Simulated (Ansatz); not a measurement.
The starting structures come from a database of crystals and need not be the phases stable at ambient conditions.

 Where the default PAW files enter, the runs use the earlier of Ansatz's two default sets.

By PBEsol, the system below comes out a metal.

A figure of merit of an interconnect metal is its ballistic conductance per area.

Here is the system:

```
CELL_PARAMETERS angstrom
      3.97279     0.00000     0.00000
      0.00000     4.97647     0.00000
      0.00000    -2.48824     4.30975
ATOMIC_POSITIONS crystal
  Co 0.25000 0.33495 0.16748
  Co 0.75000 0.66505 0.83252
  Co 0.75000 0.16747 0.83252
  Co 0.25000 0.83252 0.16748
  Co 0.25000 0.83252 0.66505
  Co 0.75000 0.16747 0.33495
  Si 0.25000 0.33333 0.66667
  Si 0.75000 0.66667 0.33333
```

Space group of this cell: P6_3/mmc. The cell is taken as given; by PBEsol its mean pressure is -12.7 GPa.

The current flows along the normal of the first two printed cell vectors, the (100) plane of the conventional cell. No spin-orbit coupling; the value is a mean over 0.1 eV about the Fermi level.

Compute, with PBEsol (Ansatz, an electronic-structure program), the ballistic conductance per area.

0.45 × 10¹⁵ S/m² for both spins.
